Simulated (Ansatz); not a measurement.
The reference is Al2Pt (space group Fm-3m, No. 225; relaxed with 0.1 eV smearing).

```
Al2Pt
1.0
    0.00000     2.97326     2.97326
    2.97326     0.00000     2.97326
    2.97326     2.97326     0.00000
Al Pt
2 1
Direct
  0.25000   0.25000   0.25000
  0.75000   0.75000   0.75000
  0.00000   0.00000   0.00000
```

Calculations: Ansatz (an electronic-structure program), PBE, PAW, cutoff 420 eV, no spin-orbit coupling.

Base values:

The pressure is 0.0 GPa. The band gap is zero.

It is then changed as follows: the cell is scaled by 1.0150 in all directions, atoms relaxed at fixed cell.

Problem. Predict the new energy relative to the base, pressure and band gap.

Solution. The energy goes up by 14 meV/atom; the pressure goes from zero to -5.2 GPa; the band gap is still zero.

The cells carry an imposed strain or load. Stability against distortions was not tested. The final runs are not spin-polarised.
